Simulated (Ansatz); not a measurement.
# O on the 1x1 (10-10) surface of wurtzite GaN (cut with top plane Ga + N), one in a 2x1 cell, started at the site 'hollow Ga-Ga-N-N'

Host crystal: wurtzite GaN, with a band gap (PBE, scalar-relativistic without spin-orbit coupling).

All values below come from r2SCAN, at the PBE geometry and the start's symmetry (plane waves to 500 eV, PAW; Ansatz, a quantum-chemistry and plane-wave program).

Set-up: 33 atoms, 9.3 Å thick at the start under the adsorbate (thin: gaps and levels are the slab's own); mesh 3x4x1; 0.01 eV smearing; dipole correction on; single point; no symmetry held, on the structure that PBE left; spin-polarised, no spin-orbit, no U, no dispersion correction. The starting moment vanished. The program's check for a lower electronic state was not made. At the end it is bonded to Ga + N. In PBE it is, or lies within 0.03 eV of, the lowest of the starts that converged; the order may differ at this level.

```
Quantity                                                                                                                                                                  Result
---------------------------------------------------------------------------------------------------------------  ---------------------------------------------------------------
energy of the end state, in which the adsorbate paired with a surface N atom, against ½ O2(g) at the same level                                                       -37 kJ/mol
change of the step from the bottom to the top vacuum level, against the clean slab                                                                                       0.99 eV
height of the binding atom over the mean of the host atoms within 0.3 Å of the top one                                                                                   1.313 Å
magnetic moment of the cell                                                                                                                                              0.00 μB
note                                                                                                             in the relaxation the adsorbate left its starting site by 1.5 Å
cost                                                                                                                                                very roughly 30 core-minutes
```

A negative adsorption energy means that the adsorbate is more stable on the surface than in its reference.
